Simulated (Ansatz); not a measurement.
Input:

```xyz
6
Lattice="3.3041 0.0000 0.0000 -1.6520 2.8614 0.0000 0.0000 0.0000 13.3562" Properties=species:S:1:pos:R:3 pbc="T T T"
W      1.6520     0.9538    10.0171
W      0.0000     1.9076     3.3390
Se     1.6520     0.9538     5.0199
Se     0.0000     1.9076    11.6980
Se     0.0000     1.9076     8.3362
Se     1.6520     0.9538     1.6581
```

No spin polarisation.

The values are results of PBE-D3(BJ) in Ansatz (plane waves to 420 eV, PAW, spin-orbit coupling left out), not measurements. k-mesh 12×12×3 (Γ-centred); smearing 0.05 eV (Fermi–Dirac).

Predict the smallest direct gap and gap character.

The smallest direct gap comes out as 1.52 eV and the gap character is indirect, Γ → K–Γ (47 % along).

Spin-orbit coupling, missing from the scalar runs, can matter with W. Load acts through the strain it causes; cell and atoms are relaxed under it. Stability against distortions was not tested. The cell was made from WSe2 (space group P6_3/mmc, No. 194; layered, stacked along the Cartesian z axis) by this change: pressure −2 GPa.

Ansatz is a first-principles code.
